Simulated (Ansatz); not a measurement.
# AlGeCP (model structure, started from the AlSiCN type, R3m, No. 160, 4 atoms in the cell)

Method: G0W0@PBEsol in Ansatz (plane waves, hard PAW, contour deformation, complete-basis limit).

Settings: largest k mesh 6×6×6 (not extrapolated in the mesh).

Cell (relaxed with PBEsol):

```xyz
4
Lattice="1.7457 1.0079 5.9601 -1.7457 1.0079 5.9601 0.0000 -2.0158 5.9601" Properties=species:S:1:pos:R:3 pbc="T T T"
Al     0.0000     0.0000    -0.3008
P      0.0000     0.0000     2.1829
Ge     0.0000     0.0000     9.2752
C      0.0000     0.0000    11.1937
```

```
Item                   Value
--------  ------------------
band gap  1.32 eV (indirect)
```

Note: filled d or f shells below the valence bands can shift G0W0 gaps through exchange with them, which wasn't tested here; the relaxation could raise the start's symmetry but not lower it, so the cell can be a saddle point; the gap holds a correction of +0.19 eV to the complete basis.

Spin–orbit coupling is not included.

Static lattice: no zero-point or thermal effects.

A model structure was made by putting elements into a prototype or built by hand; it is no filed structure, need not be a known phase, and can be a saddle point held by its symmetry.

Ansatz is an electronic-structure program.
